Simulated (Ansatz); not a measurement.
This concerns the energy change from cell B to cell A (O taken out, in a slab cell with 16 atoms a plane). Reaction: cell B → cell A + 1/2 O2 (gas). A negative value means that the right-hand side lies lower.

Cell A: a slab of CaO (rock salt, Fm-3m) cut along (100), 64 atoms, square cell of 9.66 Å (93.3 Å²), symmetry P4mm within 0.02 Å, 8.5 Å thick under 16 Å of vacuum, in-plane vectors held at the crystal's; planes from bottom to top: Ca8O8 × 3 | Ca8O7 | Pt, its two faces unlike (dipole correction applied); O missing from the crystal's sites; added, foreign or displaced atoms, above the top plane: Pt bound to 5 Ca at 2.81–3.69 Å; spin state with PBE: run without spin, k-point mesh 3×3×1.
```yaml
crystal:
  lattice:
    - [9.66142, 0.00000, 0.00000]
    - [0.00000, 9.66142, 0.00000]
    - [0.00000, 0.00000, 24.04951]
  atoms:
    - { symbol: Ca, position: [0.99999, 0.99999, 0.33378] }
    - { symbol: O, position: [0.25000, 0.00038, 0.33480] }
    - { symbol: Ca, position: [0.99944, 0.25000, 0.43269] }
    - { symbol: O, position: [0.25000, 0.25000, 0.43350] }
    - { symbol: Ca, position: [0.25000, 0.99944, 0.43269] }
    - { symbol: O, position: [0.00039, 0.00039, 0.43175] }
    - { symbol: Ca, position: [0.25000, 0.25000, 0.33412] }
    - { symbol: O, position: [0.00038, 0.25000, 0.33480] }
    - { symbol: Ca, position: [0.00073, 0.00073, 0.53374] }
    - { symbol: O, position: [0.25000, 0.00234, 0.53481] }
    - { symbol: Ca, position: [0.98632, 0.25000, 0.63539] }
    - { symbol: Ca, position: [0.25000, 0.98632, 0.63539] }
    - { symbol: O, position: [0.99591, 0.99591, 0.62980] }
    - { symbol: Ca, position: [0.25000, 0.25000, 0.53169] }
    - { symbol: O, position: [0.00234, 0.25000, 0.53481] }
    - { symbol: Ca, position: [0.99999, 0.50001, 0.33378] }
    - { symbol: O, position: [0.25000, 0.49962, 0.33480] }
    - { symbol: Ca, position: [0.99990, 0.75000, 0.43257] }
    - { symbol: O, position: [0.25000, 0.75000, 0.43227] }
    - { symbol: Ca, position: [0.25000, 0.50056, 0.43269] }
    - { symbol: O, position: [0.00039, 0.49961, 0.43175] }
    - { symbol: Ca, position: [0.25000, 0.75000, 0.33372] }
    - { symbol: O, position: [0.00029, 0.75000, 0.33430] }
    - { symbol: Ca, position: [0.00073, 0.49927, 0.53374] }
    - { symbol: O, position: [0.25000, 0.49766, 0.53481] }
    - { symbol: Ca, position: [0.99590, 0.75000, 0.63151] }
    - { symbol: O, position: [0.25000, 0.75000, 0.63146] }
    - { symbol: Ca, position: [0.25000, 0.51368, 0.63539] }
    - { symbol: O, position: [0.99591, 0.50409, 0.62980] }
    - { symbol: Ca, position: [0.25000, 0.75000, 0.53289] }
    - { symbol: O, position: [0.00064, 0.75000, 0.53290] }
    - { symbol: Ca, position: [0.50001, 0.99999, 0.33378] }
    - { symbol: O, position: [0.75000, 0.00029, 0.33430] }
    - { symbol: Ca, position: [0.50056, 0.25000, 0.43269] }
    - { symbol: O, position: [0.75000, 0.25000, 0.43227] }
    - { symbol: Ca, position: [0.75000, 0.99990, 0.43257] }
    - { symbol: O, position: [0.49961, 0.00039, 0.43175] }
    - { symbol: Ca, position: [0.75000, 0.25000, 0.33372] }
    - { symbol: O, position: [0.49962, 0.25000, 0.33480] }
    - { symbol: Ca, position: [0.49927, 0.00073, 0.53374] }
    - { symbol: O, position: [0.75000, 0.00064, 0.53290] }
    - { symbol: Ca, position: [0.51368, 0.25000, 0.63539] }
    - { symbol: O, position: [0.75000, 0.25000, 0.63146] }
    - { symbol: Ca, position: [0.75000, 0.99590, 0.63151] }
    - { symbol: O, position: [0.50409, 0.99591, 0.62980] }
    - { symbol: Ca, position: [0.75000, 0.25000, 0.53289] }
    - { symbol: O, position: [0.49766, 0.25000, 0.53481] }
    - { symbol: Ca, position: [0.50001, 0.50001, 0.33378] }
    - { symbol: O, position: [0.75000, 0.49971, 0.33430] }
    - { symbol: Ca, position: [0.50010, 0.75000, 0.43257] }
    - { symbol: O, position: [0.75000, 0.75000, 0.43158] }
    - { symbol: Ca, position: [0.75000, 0.50010, 0.43257] }
    - { symbol: O, position: [0.49961, 0.49961, 0.43175] }
    - { symbol: Ca, position: [0.75000, 0.75000, 0.33349] }
    - { symbol: O, position: [0.49971, 0.75000, 0.33430] }
    - { symbol: Ca, position: [0.49927, 0.49927, 0.53374] }
    - { symbol: O, position: [0.75000, 0.49936, 0.53290] }
    - { symbol: Ca, position: [0.50410, 0.75000, 0.63151] }
    - { symbol: O, position: [0.75000, 0.75000, 0.62997] }
    - { symbol: Ca, position: [0.75000, 0.50410, 0.63151] }
    - { symbol: O, position: [0.50409, 0.50409, 0.62980] }
    - { symbol: Ca, position: [0.75000, 0.75000, 0.53205] }
    - { symbol: O, position: [0.49936, 0.75000, 0.53290] }
    - { symbol: Pt, position: [0.25000, 0.25000, 0.68515] }
```

Cell B: a slab of CaO (rock salt, Fm-3m) cut along (100), 65 atoms, square cell of 9.66 Å (93.3 Å²), symmetry P4mm within 0.02 Å, 9.1 Å thick under 16 Å of vacuum, in-plane vectors held at the crystal's; planes from bottom to top: Ca8O8 × 4 | Pt, its two faces unlike (dipole correction applied); added, foreign or displaced atoms, above the top plane: Pt bound to 1 O at 1.94 Å; spin state with PBE: run without spin, k-point mesh 3×3×1.
```xyz
65
Lattice="9.6614 0.0000 0.0000 0.0000 9.6614 0.0000 0.0000 0.0000 25.2045" Properties=species:S:1:pos:R:3 pbc="T T T"
Ca     0.0001     0.0001     8.0371
O      2.4154     0.0012     8.0591
Ca    -0.0039     2.4154    10.4144
O      2.4154     2.4154    10.4222
Ca     2.4154    -0.0039    10.4144
O      0.0019     0.0019    10.3951
Ca     2.4154     2.4154     8.0425
O      0.0012     2.4154     8.0591
Ca     0.0068     0.0068    12.8412
O      2.4154     0.0102    12.8618
Ca    -0.0836     2.4154    15.2707
O      2.4154     2.4154    15.1740
Ca     2.4154    -0.0836    15.2707
O     -0.0170    -0.0170    15.1694
Ca     2.4154     2.4154    12.8114
O      0.0102     2.4154    12.8618
Ca     0.0001     4.8306     8.0371
O      2.4154     4.8296     8.0591
Ca    -0.0003     7.2461    10.4131
O      2.4154     7.2461    10.4025
Ca     2.4154     4.8346    10.4144
O      0.0019     4.8288    10.3951
Ca     2.4154     7.2461     8.0353
O      0.0022     7.2461     8.0519
Ca     0.0068     4.8239    12.8412
O      2.4154     4.8205    12.8618
Ca    -0.0240     7.2461    15.1987
O      2.4154     7.2461    15.1900
Ca     2.4154     4.9143    15.2707
O     -0.0170     4.8477    15.1694
Ca     2.4154     7.2461    12.8269
O      0.0010     7.2461    12.8351
Ca     4.8306     0.0001     8.0371
O      7.2461     0.0022     8.0519
Ca     4.8346     2.4154    10.4144
O      7.2461     2.4154    10.4025
Ca     7.2461    -0.0003    10.4131
O      4.8288     0.0019    10.3951
Ca     7.2461     2.4154     8.0353
O      4.8296     2.4154     8.0591
Ca     4.8239     0.0068    12.8412
O      7.2461     0.0010    12.8351
Ca     4.9143     2.4154    15.2707
O      7.2461     2.4154    15.1900
Ca     7.2461    -0.0240    15.1987
O      4.8477    -0.0170    15.1694
Ca     7.2461     2.4154    12.8269
O      4.8205     2.4154    12.8618
Ca     4.8306     4.8306     8.0371
O      7.2461     4.8285     8.0519
Ca     4.8310     7.2461    10.4131
O      7.2461     7.2461    10.3939
Ca     7.2461     4.8310    10.4131
O      4.8288     4.8288    10.3951
Ca     7.2461     7.2461     8.0326
O      4.8285     7.2461     8.0519
Ca     4.8239     4.8239    12.8412
O      7.2461     4.8298    12.8351
Ca     4.8547     7.2461    15.1987
O      7.2461     7.2461    15.1737
Ca     7.2461     4.8547    15.1987
O      4.8477     4.8477    15.1694
Ca     7.2461     7.2461    12.8127
O      4.8298     7.2461    12.8351
Pt     2.4154     2.4154    17.1160
```

Reference: an isolated O2 molecule (triplet) in a box of 11 × 11 × 13 Å.

All numbers come from Ansatz (a quantum-chemistry and plane-wave program), plane waves with PAW, its PAW set soft_1, cutoff 420 eV, 500 eV for r2SCAN. The structures are at rest with PBE, within the held lattices; other levels are single points on them. HSE06 runs on coarser k-point meshes, mended by the PBE difference between the two meshes. Neutral cells; Fermi-Dirac smearing of at most 0.05 eV in the solids, energies taken to zero width. The lattices are those relaxed with PBE, so at other levels the solids can be strained, which adds to the spread. Larger cells are relaxed from a start prepared with the learned potential CHGNet, on a coarser mesh till forces fall under 0.03 eV/Å, which some starts already meet. A dispersion term (D3(BJ), or D4 for r2SCAN) was computed beside these levels and is taken off wherever the name lacks it. Space groups of crystals are read within 0.01 Å. Nuclei at rest; no vibrational terms. Cells are local rest points, mostly with their start's symmetry. The runs are scalar-relativistic, without spin-orbit coupling. No correction for cell size. Cell A has symmetry P4mm within 0.02 Å and got no random move, so less symmetric positions, which may lie lower, weren't tried. Cell B has symmetry P4mm within 0.02 Å and got no random move, so less symmetric positions, which may lie lower, weren't tried.

Question: What is the computed value (r2SCAN)?

Answer: 2.96 eV, for cell B → cell A + 1/2 O2 (gas).

Question: How does the value move with the functional?

Answer: 
| Functional | value (eV) | less r2SCAN |
|---|---|---|
| PBE | 2.62 | -0.34 |
| HSE06 | 2.87 | -0.09 |

The levels shown span 0.34 eV, from PBE (2.62) to r2SCAN (2.96).
